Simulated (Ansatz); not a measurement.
**Effect of 2 layers on TiTe2**

Consider TiTe$_{2}$ in the CdI2 type structure (space group P-3m1, No. 164; a = 3.784 Å, c = 6.602 Å; layered, stacked along the Cartesian z axis).

The change: a free-standing slab of 2 layers (6 atoms, 3 a layer) is cut normal to the stacking axis, with 15 Å of vacuum and the in-plane cell relaxed.

Computed with r2SCAN+rVV10 (Ansatz, a quantum-chemistry and plane-wave program), no spin-orbit coupling. Settings: 14×14×1 k-points, 0.05 eV Fermi–Dirac smearing, for the changed cell.

```tsv
quantity	base	changed	shift
layer's space group (with vacuum)	–	P-3m1 (No. 164)	–
shortest interatomic distance	5.226 bohr	5.219 bohr	-0.0075 bohr
band gap	zero	zero	–
excess energy per area of both faces (slab less bulk energy over the cell's area: twice a surface energy) (uncertain by up to 0.08 J/m²)	–	0.4 J/m²	–
thickness between the outermost nuclei	–	10.12 Å	–
in-plane lattice parameter a	7.151 bohr	7.123 bohr	-0.0273 bohr
```

Final structure:

```yaml
crystal:
  lattice:
    - [3.76950, 0.00000, 0.00000]
    - [1.88475, 3.26449, 0.00000]
    - [0.00000, 0.00000, 24.99287]
  atoms:
    - { symbol: Te, position: [0.66667, 0.66667, 0.29753] }
    - { symbol: Ti, position: [0.00000, 0.00000, 0.36625] }
    - { symbol: Te, position: [0.33333, 0.33333, 0.43427] }
    - { symbol: Te, position: [0.66667, 0.66667, 0.56573] }
    - { symbol: Ti, position: [0.00000, 0.00000, 0.63375] }
    - { symbol: Te, position: [0.33333, 0.33333, 0.70247] }
```

Cost of the whole job for the changed cell (relaxation, final SCF and bands): about 6 core-minutes (a rough figure).

The excess energy carries the mismatch between the slab's and the bulk's meshes. Whether these cells are dynamically stable was not tested. All final runs are without spin polarisation.
